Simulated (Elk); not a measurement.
Band structure of CoGa (Pm-3m, 2 atoms in the cell).

```yaml
crystal:
  lattice:
    - [2.88000, 0.00000, 0.00000]
    - [0.00000, 2.88000, 0.00000]
    - [0.00000, 0.00000, 2.88000]
  atoms:
    - { symbol: Ga, position: [0.50000, 0.50000, 0.50000] }
    - { symbol: Co, position: [0.00000, 0.00000, 0.00000] }
```

Method of the run: Elk with PBE, all-electron FP-LAPW, Elk's shipped species files, default APW+lo basis.

Settings: xctype = 20; swidth = 0.00367493 Ha; ngridk = 8 8 8; maxscl = 100.

The starting cell has typed, rounded lattice constants, without a prior relaxation at this level. Spin polarisation is off. Values depend on the basis (sphere radii, cutoffs, local orbitals), which need not be converged.

Levels in eV from the Fermi level, bands 11 to 18:
```json
[
 {"point": "Γ", "11": "-2.56", "12": "-0.73", "13": "-0.73", "14": "-0.73", "15": "5.21", "16": "5.21", "17": "5.21", "18": "10.96"},
 {"point": "X", "11": "-2.32", "12": "-1.73", "13": "-1.73", "14": "-0.71", "15": "0.13", "16": "10.67", "17": "10.67", "18": "11.62"},
 {"point": "M", "11": "-3.15", "12": "-2.48", "13": "-1.21", "14": "-1.21", "15": "-0.21", "16": "2.26", "17": "3.13", "18": "11.68"},
 {"point": "R", "11": "-4.10", "12": "-0.20", "13": "-0.20", "14": "0.66", "15": "3.78", "16": "3.78", "17": "3.78", "18": "4.78"}
]
```

Bands cross the Fermi level along this path, so the cell is metallic at this level.
